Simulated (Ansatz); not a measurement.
Start from TeO$_{2}$ in the fluorite structure (space group Fm-3m, No. 225; a hypothetical phase, not in the database extracts checked).

```xyz
3
Lattice="0.0000 2.6619 2.6619 2.6619 0.0000 2.6619 2.6619 2.6619 0.0000" Properties=species:S:1:pos:R:3 pbc="T T T"
Te     0.0000     0.0000     0.0000
O      1.3309     1.3309     1.3309
O      3.9928     3.9928     3.9928
```

Levels (all Ansatz, a quantum-chemistry and plane-wave program, PAW): PBEsol (420 eV, spin-orbit coupling left out); r2SCAN (500 eV, without spin-orbit coupling).

The geometry is relaxed with PBEsol.

* **PBEsol electron mass**: 0.82 mₑ along k, 0.22 mₑ across (off the special points)
* **PBEsol smallest direct gap**: 2.59 eV
* **PBEsol band gap**: 0.73 eV

### Question
Predict the electron mass, smallest direct gap and band gap from r2SCAN.

### Answer
The electron mass becomes 0.76 mₑ along k, 0.25 mₑ across (off the special points) (PBEsol: 0.82 mₑ along k, 0.22 mₑ across (off the special points)); the smallest direct gap increases by 0.34 eV to 2.93 eV; the band gap goes up by 0.276 eV to 1.00 eV.

Single points use the geometry relaxed with PBEsol. Spin-orbit coupling, missing from the scalar runs, can matter with Te. Effective masses come from finite differences of ±0.01 Å⁻¹. Along k means along the line from Γ to the band edge. Stability against distortions was not tested.
